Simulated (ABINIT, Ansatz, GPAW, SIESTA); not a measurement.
# Code comparison for BaSr3 (Fm-3m, 4 atoms in the cell)

Self-consistent single point.

```xyz
4
Lattice="0.0000 4.8336 4.8336 4.8336 0.0000 4.8336 4.8336 4.8336 0.0000" Properties=species:S:1:pos:R:3 pbc="T T T"
Ba     0.0000     0.0000     0.0000
Sr     2.4168     2.4168     2.4168
Sr     7.2504     7.2504     7.2504
Sr     4.8336     4.8336     4.8336
```

Shared settings, as Ansatz (a first-principles code) writes them: kpoints.mp_grid.grid = 4 4 4; scf.occupations.method = fermi_dirac; scf.occupations.width = 0.1 eV. Potentials and cutoffs stand in the table.

```csv
code,model,pressure (GPa),cutoff
GPAW,"PBEsol, GPAW PAW datasets PBEsol (made by gpaw-setup)",-0.67,550 eV
ABINIT,"PBEsol, norm-conserving pseudopotentials (PseudoDojo nc-sr-04 PBEsol standard)",-0.71,34 Ha
Ansatz,"PBEsol, PAW files made with PBE",-0.70,420 eV
SIESTA,"GGA PBEsol, numerical atomic orbitals DZP, PseudoDojo PBEsol standard norm-conserving potentials (rewritten from UPF to PSML)",4.14,grid 400 Ry
```

The spread over the programs that give each value: pressure within 4.85 GPa.

SIESTA uses small atom-centred bases, whose incompleteness enters pressures, forces and empty levels differently from a plane-wave cutoff. Ansatz's pressure is given at a fixed set of plane waves, as the other plane-wave codes print theirs. In the pressure, SIESTA (by 4.84) lies more than 1 GPa from the median of the plane-wave programs.

On the base mesh (8 8 8) the same programs gave: Ansatz pressure -0.63 GPa; ABINIT pressure -0.64 GPa; GPAW pressure -0.60 GPa; SIESTA pressure 4.11 GPa.

The starting cell comes from a database of computed structures (which also holds hypothetical and non-ambient phases and stackings), without a prior relaxation at this level. Its lattice was rescaled by a random factor within 2.5 % of one.

Left out of this page: CP2K (on another mesh).

Keys are those of Ansatz 0.2.
